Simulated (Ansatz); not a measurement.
Defect: interstitial O in anatase TiO2, charge state -2. Calculation: PBE, PAW (plane waves to 420 eV; Ansatz, an electronic-structure program).

108-site cell at the relaxed PBE lattice, the Γ point alone, smearing 0.01 eV, spin-restricted, no finite-size correction. Static, classical nuclei. The charge state is imposed; whether it is stable for some Fermi level was not computed. Sites that were not tried may lie lower. The start lies 0.070 eV above the lowest site run (PBE). The order of the sites in energy changes with the mesh.

Barriers: single points on a 2×2×2 k-point mesh shifted by half a step at the bands' geometries.

Relaxed starting cell (atoms counted from 1):

```xyz
109
Lattice="11.3963 0.0000 0.0000 0.0000 11.3963 0.0000 0.0000 0.0000 9.7007" Properties=species:S:1:pos:R:3 pbc="T T T"
Ti    -0.0044     1.9059     2.4108
Ti    -0.0058     5.6813     2.4163
Ti    -0.0040     9.4870     2.4132
Ti     3.8121     1.9548     2.3594
Ti     3.7749     5.7078     2.4491
Ti     3.8006     9.5071     2.4099
Ti     7.5833     1.8638     2.4500
Ti     7.5901     5.6618     2.3910
Ti     7.5875     9.4823     2.4265
Ti     0.0029    -0.0073    -0.0108
Ti     0.0157     3.7972    -0.0531
Ti     0.0158     7.5882    -0.0162
Ti     3.8042     0.0878     0.0091
Ti     3.8524     4.0076    -0.1240
Ti     3.8072     7.6343     0.0098
Ti     7.6023    -0.0319    -0.0045
Ti     7.5429     3.6983     0.0070
Ti     7.5929     7.5584     0.0034
O      0.0183     1.8923     0.3938
O      0.0219     5.6959     0.4097
O     -0.0145     9.4842     0.4149
O      3.6889     1.9002     0.4063
O      3.4179     5.8123     0.5928
O      3.7373     9.4966     0.4253
O      7.7683     1.8228     0.4670
O      7.5375     5.6644     0.3834
O      7.6171     9.4863     0.4297
O      1.9085     1.9150     2.8094
O      1.8818     5.6763     2.8883
O      1.8973     9.4958     2.8198
O      5.7038     1.9151     2.8400
O      5.7065     5.7050     2.8016
O      5.7113     9.5153     2.8412
O      9.4996     1.8836     2.8559
O      9.5131     5.6874     2.8155
O      9.5001     9.4818     2.8391
O      0.0033    -0.0047     1.9984
O      0.0025     3.7900     1.9987
O      0.0202     7.5873     2.0025
O      3.8582     0.0241     1.9906
O      3.9129     3.8396     1.9390
O      3.8949     7.6400     2.0488
O      7.5775    -0.0294     2.0428
O      7.5981     3.7702     2.0192
O      7.6050     7.5757     1.9993
O     -0.0002     1.8834     4.4073
O     -0.0138     5.6873     4.4477
O     -0.0008     9.4816     4.4241
O      3.7957     1.9150     4.4231
O      3.7929     5.7046     4.4618
O      3.7880     9.5152     4.4220
O      7.5909     1.9150     4.4538
O      7.6176     5.6757     4.3749
O      7.6019     9.4957     4.4434
Ti     1.8970    -0.0318     7.2676
Ti     1.9567     3.6984     7.2560
Ti     1.9065     7.5585     7.2597
Ti     5.6951     0.0878     7.2542
Ti     5.6474     4.0078     7.3870
Ti     5.6920     7.6343     7.2536
Ti     9.4964    -0.0074     7.2740
Ti     9.4842     3.7972     7.3162
Ti     9.4834     7.5882     7.2792
Ti     1.9161     1.8638     4.8131
Ti     1.9092     5.6618     4.8722
Ti     1.9117     9.4823     4.8366
Ti     5.6874     1.9549     4.9039
Ti     5.7245     5.7080     4.8140
Ti     5.6987     9.5072     4.8533
Ti     9.5039     1.9059     4.8524
Ti     9.5050     5.6814     4.8468
Ti     9.5033     9.4871     4.8499
O      1.9218    -0.0294     5.2203
O      1.9013     3.7702     5.2440
O      1.8943     7.5756     5.2639
O      5.6411     0.0241     5.2726
O      5.5862     3.8396     5.3242
O      5.6044     7.6399     5.2145
O      9.4960    -0.0047     5.2647
O      9.4973     3.7899     5.2645
O      9.4791     7.5872     5.2606
O     -0.0130    -0.0427     7.6849
O     -0.0177     3.7829     7.6836
O     -0.0045     7.5636     7.6721
O      3.7998     0.0328     7.6673
O      3.7202     3.3426     7.5821
O      3.8117     7.6525     7.6617
O      7.6082    -0.0286     7.7088
O      7.5847     3.8461     7.7288
O      7.6119     7.6652     7.7240
O      1.7310     1.8228     6.7960
O      1.9619     5.6644     6.8797
O      1.8822     9.4863     6.8334
O      5.8105     1.9003     6.8568
O      6.0821     5.8123     6.6703
O      5.7621     9.4965     6.8379
O      9.4812     1.8923     6.8693
O      9.4774     5.6959     6.8535
O      9.5137     9.4843     6.8482
O      1.8911    -0.0288     9.2550
O      1.9146     3.8462     9.2351
O      1.8874     7.6651     9.2399
O      5.6995     0.0326     9.2966
O      5.7793     3.3428     9.3820
O      5.6875     7.6525     9.3022
O      9.5123    -0.0427     9.2789
O      9.5172     3.7830     9.2802
O      9.5038     7.5634     9.2917
O      4.7497     5.2208     8.4817
```
Cell charge -2.

End state 1 differs by these moves (Å; atoms that move under 0.08 Å are left out):

```json
[
 {"atom": "13", "element": "Ti", "Δx": "0.00", "Δy": "-0.08", "Δz": "-0.01"},
 {"atom": "14", "element": "Ti", "Δx": "0.26", "Δy": "-0.22", "Δz": "0.05"},
 {"atom": "17", "element": "Ti", "Δx": "-0.25", "Δy": "0.09", "Δz": "-0.08"},
 {"atom": "23", "element": "O", "Δx": "0.22", "Δy": "-0.08", "Δz": "-0.16"},
 {"atom": "26", "element": "O", "Δx": "0.22", "Δy": "0.07", "Δz": "0.05"},
 {"atom": "31", "element": "O", "Δx": "0.00", "Δy": "-0.08", "Δz": "-0.03"},
 {"atom": "41", "element": "O", "Δx": "0.07", "Δy": "-0.05", "Δz": "0.00"},
 {"atom": "42", "element": "O", "Δx": "-0.07", "Δy": "-0.04", "Δz": "-0.03"},
 {"atom": "44", "element": "O", "Δx": "-0.18", "Δy": "0.02", "Δz": "-0.08"},
 {"atom": "56", "element": "Ti", "Δx": "-0.05", "Δy": "0.09", "Δz": "0.11"},
 {"atom": "58", "element": "Ti", "Δx": "0.00", "Δy": "-0.08", "Δz": "0.00"},
 {"atom": "59", "element": "Ti", "Δx": "0.05", "Δy": "-0.22", "Δz": "-0.06"},
 {"atom": "67", "element": "Ti", "Δx": "0.01", "Δy": "-0.05", "Δz": "-0.08"},
 {"atom": "76", "element": "O", "Δx": "0.06", "Δy": "-0.05", "Δz": "-0.03"},
 {"atom": "77", "element": "O", "Δx": "0.11", "Δy": "-0.05", "Δz": "-0.07"},
 {"atom": "78", "element": "O", "Δx": "0.10", "Δy": "-0.03", "Δz": "0.03"},
 {"atom": "86", "element": "O", "Δx": "0.09", "Δy": "0.45", "Δz": "0.09"},
 {"atom": "87", "element": "O", "Δx": "-0.01", "Δy": "-0.09", "Δz": "0.03"},
 {"atom": "90", "element": "O", "Δx": "-0.02", "Δy": "-0.10", "Δz": "-0.03"},
 {"atom": "91", "element": "O", "Δx": "0.17", "Δy": "0.08", "Δz": "0.06"},
 {"atom": "94", "element": "O", "Δx": "-0.11", "Δy": "-0.04", "Δz": "-0.09"},
 {"atom": "95", "element": "O", "Δx": "-0.38", "Δy": "-0.09", "Δz": "0.09"},
 {"atom": "103", "element": "O", "Δx": "0.00", "Δy": "-0.10", "Δz": "0.00"},
 {"atom": "104", "element": "O", "Δx": "-0.08", "Δy": "-0.63", "Δz": "-0.25"},
 {"atom": "108", "element": "O", "Δx": "0.01", "Δy": "0.08", "Δz": "-0.03"},
 {"atom": "109", "element": "O", "Δx": "0.95", "Δy": "-0.35", "Δz": "0.65"}
]
```

Task: Predict the forward and backward barriers to end state 1 from PBE, PAW.

Result: forward 0.24 eV, backward 0.31 eV; at the saddle point atom 109 has neighbours O at 2.24, O at 2.36, O at 2.38; Ti at 1.87, Ti at 1.93 Å. The saddle point's order was not checked.
